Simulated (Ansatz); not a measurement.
# ScSiCN (model structure, started from the AlSiCN type, P3m1, No. 156, 4 atoms in the cell)

The numbers are results of r²SCAN in Ansatz (plane waves, PAW), not measurements.

Settings: plane-wave cutoff 560 eV, 12×12×6 k mesh (along the axes of the cell as run), Fermi–Dirac smearing 0.01 eV, scalar-relativistic PAW data made under PBE.

Cell (relaxed at this level):

```
CELL_PARAMETERS angstrom
      3.29856     0.00000     0.00000
     -1.64928     2.85664     0.00000
      0.00000     0.00000     5.20481
ATOMIC_POSITIONS crystal
  Sc 0.33333 0.66667 0.52350
  Si 0.66667 0.33333 0.99323
  C  0.33333 0.66667 0.08237
  N  0.66667 0.33333 0.65089
```

For ScSiCN (model structure, started from the AlSiCN type, P3m1, No. 156, 4 atoms in the cell), the band gap is 2.20 eV (indirect), the smallest direct gap on the k points sampled comes out as 2.25 eV and the direct gap at Γ comes out as 4.34 eV.

Note: the relaxation could raise the start's symmetry but not lower it, so the cell can be a saddle point.

Static lattice: no zero-point or thermal effects.

Computing time: very roughly 14 core-seconds.

A model structure was made by putting elements into a prototype or built by hand; it is no filed structure, need not be a known phase, and can be a saddle point held by its symmetry.

Ansatz is a quantum-chemistry and plane-wave program.
